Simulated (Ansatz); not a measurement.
Base system: CdTe in the zinc blende structure (space group F-43m, No. 216; a = 6.4892 Å).

It is then changed as follows: a hydrostatic pressure of 3 GPa.

Levels (all Ansatz, a quantum-chemistry and plane-wave program, PAW): PBEsol (420 eV, spin-orbit coupling left out); PBEsol+SOC (420 eV, noncollinear with spin-orbit coupling).

The geometry is relaxed with PBEsol.

| Property | Result |
|---|---|
| PBEsol valence-band top at Γ | 0.00, 0.00, 0.00 eV |
| PBEsol lowest conduction level above the VBM at special points | Γ 0.83 eV; L 1.79 eV; X 2.37 eV; U 2.77 eV |

Question: What does PBEsol+SOC give at this geometry for the hole mass, valence-band top at Γ and lowest conduction level above the VBM at special points?

Answer: The hole mass (degenerate bands, along [100]) is 0.062, 0.41 mₑ (at Γ); the valence-band top at Γ (three highest Kramers pairs, from the VBM) goes from 0.00, 0.00, 0.00 eV to 0.00, 0.00, -0.88 eV; the lowest conduction level above the VBM at special points goes from Γ 0.83 eV; L 1.79 eV; X 2.37 eV; U 2.77 eV to Γ 0.56 eV; L 1.51 eV; X 2.08 eV; U 2.47 eV. The threefold valence maximum splits by Δso ≈ 0.88 eV.

Single points use the geometry relaxed with PBEsol. The spin-orbit shifts are approximate. Spin-orbit coupling, missing from the scalar runs, can matter with Te. The levels and masses belong to the bands next to the band gap. Load acts through the strain it causes; cell and atoms are relaxed under it. Masses are band curvatures over ±0.01 Å⁻¹ around the edge. Whether these cells are dynamically stable was not tested. Tetrahedral semiconductors of this kind turn to denser phases somewhere between about 1 and 50 GPa; those were not computed, so compressed cells here can lie past the real transition.
